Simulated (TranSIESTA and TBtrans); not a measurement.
Run with TranSIESTA and TBtrans (open boundaries, self-consistent; PseudoDojo norm-conserving potentials, scalar-relativistic): PAO.BasisSize DZP, PAO.EnergyShift 0.15 eV, XC.Authors PBE, Mesh.Cutoff 150 Ry, ElectronicTemperature 300 K, TS.Voltage 0.0 eV, TBT.Elecs.Eta 0.001 eV, no spin polarisation.

System: (SiH2)3 held by thiolate S between two Na chains. Leads: straight Na chain, spacing 3.3 Å. Geometry: 13 atoms about the centre moved by SIESTA (PBE, SZP) to a largest force of 0.06 eV/Å, all others as built. Transport runs along z; the first 6 and the last 6 of the 29 atoms are the lead cells, repeated to infinity.

```xyz
29
Lattice="13.485 0.000 0.000 0.000 13.485 0.000 0.000 0.000 66.020" Properties=species:S:1:pos:R:3 pbc="F F T"
Na     6.743     6.743     0.000
Na     6.743     6.743     3.300
Na     6.743     6.743     6.600
Na     6.743     6.743     9.900
Na     6.743     6.743    13.200
Na     6.743     6.743    16.500
Na     6.743     6.743    19.800
Na     6.743     6.743    23.100
Na     6.734     6.809    26.423
S      7.610     4.882    27.682
Si     7.044     6.088    29.332
Si     7.578     4.959    31.369
Si     7.043     6.094    33.403
S      7.601     4.891    35.057
H      7.714     7.519    29.396
H      5.518     6.502    29.395
H      9.111     4.637    31.359
H      6.861     3.567    31.366
H      7.716     7.522    33.326
H      5.518     6.506    33.326
Na     6.732     6.780    36.362
Na     6.743     6.743    39.620
Na     6.743     6.743    42.920
Na     6.743     6.743    46.220
Na     6.743     6.743    49.520
Na     6.743     6.743    52.820
Na     6.743     6.743    56.120
Na     6.743     6.743    59.420
Na     6.743     6.743    62.720
```

Question: Predict: conductance at 300 K (G0 = 2e²/h); thermopower (μV/K); mean T from −0.5 to 0.5 eV.

Answer: conductance at 300 K (G0 = 2e²/h): 0.027; thermopower (μV/K): 27; mean T from −0.5 to 0.5 eV: 0.036. The leads are straight chains one atom wide, held at their spacing: model electrodes, not surfaces. Semilocal functionals put molecular levels too close to the Fermi level and tend to overestimate such conductances.
